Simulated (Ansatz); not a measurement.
Results of PBEsol-D3(BJ) (Ansatz, a quantum-chemistry and plane-wave program, PAW) for quartz-high SiO2 (high-temperature phase).

Numerical settings: plane-wave cutoff 520 eV, 12×12×6 k mesh (along the axes of the cell as run), Fermi–Dirac smearing 0.01 eV, scalar-relativistic PAW data made under PBE.

Computed at the level's own relaxed cell.

```
CELL_PARAMETERS angstrom
      2.53077    -4.38342     0.00000
      2.53077     4.38342     0.00000
      0.00000     0.00000     5.54849
ATOMIC_POSITIONS crystal
  Si 0.50000 0.50000 0.33333
  Si 0.50000 0.00000 0.00000
  Si 0.00000 0.50000 0.66667
  O  0.20692 0.79308 0.83333
  O  0.20692 0.41385 0.50000
  O  0.58615 0.79308 0.16667
  O  0.79308 0.20692 0.83333
  O  0.79308 0.58615 0.50000
  O  0.41385 0.20692 0.16667
```

Problem. List the 31 lowest band energies at Γ above −25 eV (eV, relative to the valence band maximum), grouping those that round alike.

Solution. At Γ: -19.32, -17.85 (×2), -17.22, -17.21 (×2), -8.54 (×2), -5.78, -5.42, -5.31 (×2), -2.93, -2.86 (×2), -2.58, -1.72, -1.71 (×2), -1.02 (×2), -0.47 (×2), -0.18, 5.58, 8.84 (×2), 9.13 (×2), 10.01, 10.83.

Note: symmetry holds this phase in the static calculation, where it need not be a minimum; held by symmetry at 0 K, a high-temperature phase can be a saddle point.
